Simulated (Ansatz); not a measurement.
The reference is TaAs (space group I4_1md, No. 109; a = 3.442 Å, c = 11.714 Å).

Structures relaxed with r2SCAN (Ansatz, a program for electronic structure), scalar-relativistic without spin-orbit coupling, earlier PAW set.

Base:

Simulated powder pattern, Mo Kα, λ = 0.71073 Å (kinematic, ideal powder, no thermal factors, no anomalous dispersion; the 10 strongest lines at most, above 2 %, up to 2θ = 40°):

| 2θ (°) | I/Imax (%) | hkl |
|---|---|---|
| 12.36 | 35 | (101) |
| 13.94 | 23 | (004) |
| 15.82 | 52 | (103) |
| 18.20 | 100 | (112) |
| 21.15 | 40 | (105) |
| 23.84 | 30 | (200) |
| 27.32 | 19 | (107) |
| 28.74 | 20 | (213) |
| 32.07 | 24 | (215) |
| 38.80 | 22 | (312) |

One thing is altered: N takes the place of As on all its sites; the structure is relaxed again.

After the change:

Simulated powder pattern, Mo Kα, λ = 0.71073 Å (kinematic, ideal powder, no thermal factors, no anomalous dispersion; the 10 strongest lines at most, above 2 %, up to 2θ = 40°):

| 2θ (°) | d (Å) | I/Imax (%) | hkl |
|---|---|---|---|
| 14.63 | 2.792 | 100 | (101) |
| 15.96 | 2.560 | 43 | (004) |
| 18.50 | 2.211 | 64 | (103) |
| 21.51 | 1.905 | 92 | (112) |
| 24.53 | 1.673 | 33 | (105) |
| 28.36 | 1.451 | 22 | (200) |
| 31.43 | 1.312 | 26 | (116) |
| 32.05 | 1.287 | 25 | (211) |
| 32.71 | 1.262 | 24 | (204) |
| 34.07 | 1.213 | 22 | (213) |

The indices refer to each structure's own conventional cell; one index is shown for lines that coincide.

Whether these cells are dynamically stable was not tested. As relaxed here, TaN is a hypothetical phase, not in the database extracts checked. All final runs are without spin polarisation.
